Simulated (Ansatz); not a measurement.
Consider GaN in the wurtzite structure (space group P6_3mc, No. 186; a = 3.183 Å, c = 5.185 Å).

Levels (all Ansatz, a quantum-chemistry and plane-wave program, PAW): PBEsol (420 eV, scalar-relativistic without spin-orbit coupling); r2SCAN (500 eV, no spin-orbit coupling).

The geometry is relaxed with PBEsol.

| Item | Value |
|---|---|
| PBEsol electron mass | 0.16 mₑ along c, 0.17 mₑ across (at Γ) |
| PBEsol band gap | 1.88 eV |
| PBEsol width of the top valence band | 2.82 eV |

With r2SCAN at the same geometry, the electron mass changes from 0.16 mₑ along c, 0.17 mₑ across (at Γ) to 0.17 mₑ along c, 0.19 mₑ across (at Γ); the band gap increases by 0.47 eV, from 1.88 eV to 2.35 eV; the width of the top valence band rises by 0.03 eV to 2.85 eV.

Single points use the geometry relaxed with PBEsol. Masses are band curvatures over ±0.01 Å⁻¹ around the edge. Stability against distortions was not tested.
